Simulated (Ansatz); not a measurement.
Worked example: relaxation of the atoms of ScPd3 (P4mm, 4 atoms in the cell) in Ansatz (a first-principles code).

Method of the run: LDA (PW92), default PAW files made with PBE (plane waves; Ansatz).

The change in words: one atom moved by 0.15 angstrom; relax: default → atoms; relax.f_tol: default → 0.02 eV/Å. Reference geometry:
```yaml
crystal:
  lattice:
    - [3.99955, 0.00000, 0.00000]
    - [0.00000, 3.99955, 0.00000]
    - [0.00000, 0.00000, 3.99955]
  atoms:
    - { symbol: Sc, position: [0.00000, 0.00000, 0.00000] }
    - { symbol: Pd, position: [0.50000, 0.50000, 0.00000] }
    - { symbol: Pd, position: [0.00000, 0.50000, 0.50000] }
    - { symbol: Pd, position: [0.50000, 0.00000, 0.50000] }
```

Reference input (self-consistent single point, DFT, LDA (PW92), plane waves, default PAW files made with PBE): basis.ecutwfc = 420 eV; kpoints.mp_grid.grid = 8 8 8; hamiltonian.xc = lda; hamiltonian.pseudopotentials = {kind: paw} (the program's default PAW files); scf.occupations.method = gaussian; scf.occupations.width = 0.1 eV. This run's input differs from it in these lines:

```diff
@@ -7,3 +7,3 @@
   atoms:
-    - { symbol: Sc, position: [0.000000, 0.000000, 0.000000] }
+    - { symbol: Sc, position: [0.000000, 0.000000, 0.037504] }
     - { symbol: Pd, position: [0.500000, 0.500000, 0.000000] }
@@ -20,2 +20,4 @@
   occupations: { method: gaussian, width: 0.1 }
+relax:
+  f_tol: 0.02
 output:
```

Output, abridged:

```
   [... SCF lines of the steps left out ...]
relax step   1: F+E_penalty+E_count = -22626.15322262 eV  Δ(F+E_penalty+E_count) = +0.000e0 eV  max|allowed force component| = 5.772e-1 eV/Å  Δτ_max = 0.0000 Å  (6 SCF iters, dr2 threshold 1.00e-5 eV, accepted)
relax step   2: F+E_penalty+E_count = -22626.19091216 eV  Δ(F+E_penalty+E_count) = -3.769e-2 eV  max|allowed force component| = 1.863e-1 eV/Å  Δτ_max = 0.0737 Å  (6 SCF iters, dr2 threshold 2.08e-5 eV, accepted)
relax step   3: F+E_penalty+E_count = -22626.19567241 eV  Δ(F+E_penalty+E_count) = -4.760e-3 eV  max|allowed force component| = 3.293e-3 eV/Å  Δτ_max = 0.0383 Å  (6 SCF iters, dr2 threshold 2.17e-6 eV, accepted)
relax step   4: F+E_penalty+E_count = -22626.19567242 eV  Δ(F+E_penalty+E_count) = -1.526e-8 eV  max|allowed force component| = 3.265e-3 eV/Å  Δτ_max = 0.0000 Å  (6 SCF iters, accepted)
the relaxation is at rest under the 8 symmetry operations that the run kept from its start: a minimum is not shown …
Free energy (F): -22626.195672 eV
Internal energy: -22626.183608 eV  (E = F + TS)
E sigma→0 (E₀):  -22626.189640 eV
Entropy (-TS):   -0.012064 eV (-3.016 meV/atom)
Fermi energy:    16.932808 eV
--- Forces (eV/Å), atoms counted from 1 ---
  atom   1  Sc    -0.00000000     0.00000000    -0.00326489
  atom   2  Pd     0.00000000     0.00000000    -0.00267375
  atom   3  Pd     0.00000000     0.00000000     0.00296932
  atom   4  Pd    -0.00000000     0.00000000     0.00296932
--- Stress (GPa, compression-positive) ---
      -11.507167       0.000000       0.000000
   [... lines left out ...]
  F+E_penalty+E_count = -22626.19567242 eV   max|allowed force component| = 3.265e-3 eV/Å
  atoms:
    - { symbol: Sc, position: [-3.61152674824862e-35, 0.0, 0.009518065536636162] }
    - { symbol: Pd, position: [0.5, 0.5, 0.009396927721141158] }
    - { symbol: Pd, position: [-6.370822419900135e-84, 0.5, 0.5092945033711114] }
    - { symbol: Pd, position: [0.5, 0.0, 0.5092945033711114] }
```

The run converged.  The full log also holds: “iter 5 did not close the SCF: its close was put off for the readings that it lacked (scf_convergence_deferred on its scf_iter line)”. The full log also holds: “iter 5 did not close the SCF: its close was put off for the readings that it lacked (scf_convergence_deferred on its scf_iter line)”.

Summary of the result:
```
Property                                                  Value
-----------------------------------------------  --------------
Free energy E − TS (on the zero of these files)  -22626.1957 eV
Fermi level (on the code's own zero)                   16.93 eV
Pressure                                             -11.51 GPa
Largest force (vector length)                        0.003 eV/Å
Relaxation steps                                              4
```

The starting cell comes from a database of computed structures (which also holds hypothetical and non-ambient phases and stackings), without a prior relaxation at this level. Its lattice was rescaled by up to half a per cent. For this run, on top of that: one atom moved by 0.15 angstrom. Spin polarisation is off. The relaxation keeps the symmetry of its start, so its end need not be a minimum. Ansatz's pressure includes its estimate of the finite-basis (Pulay) stress.

Cost on one core of a shared machine: roughly 60 s.

Keys are those of Ansatz 0.2.
